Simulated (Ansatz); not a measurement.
## Equilibrium lattice constant a of W₃Si₂ (P4/mbm, No. 127, 10 atoms in the cell; start mp-1079377) at several levels of theory

No measured value is used here.

| level (code) | value (Å) |
|---|---|
| LDA (Ansatz) | 6.544 |
| PBE (Ansatz) | … |
| PBEsol (Ansatz) | 6.577 |
| PBE-D3(BJ) (Ansatz) | 6.567 |
| r²SCAN (Ansatz) | 6.562 |

Task: What belongs in the gaps?

Result: 
- PBE (Ansatz, an electronic-structure program), value (Å): 6.624

Density-functional levels without +SOC have no spin–orbit coupling. LDA, PBE, PBEsol, PBE-D3(BJ), r²SCAN: the relaxation could not lower the start's symmetry, so the cell can be a saddle point above a distorted one. Ansatz's density-functional and Hartree–Fock values are scalar-relativistic unless marked +SOC, with PAW data made under PBE.

A start named mp-… is a Materials Project structure, which need not be a measured phase.
